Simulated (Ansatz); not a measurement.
The parent structure is MoP in the CsCl type structure (space group Pm-3m, No. 221; a = 2.975 Å; a hypothetical phase, not in the database extracts checked; relaxed with 0.1 eV smearing).

Calculations: PBEsol, PAW, 420 eV (Ansatz, a first-principles code; no spin-orbit coupling).

Before the change:

| Property | Value |
|---|---|
| Pressure | 0.0 GPa |

The change: every lattice vector is stretched by 1.48 %, atoms relaxed at fixed cell.

Q: Estimate the effect on the energy relative to the base.

A: The energy rises by 20 meV/atom.

Q: Predict the new pressure.

A: The pressure goes from zero to -10.1 GPa.

The cells carry an imposed strain or load. Whether these cells are dynamically stable was not tested. The final runs are not spin-polarised. An odd electron count without spin: MoP.
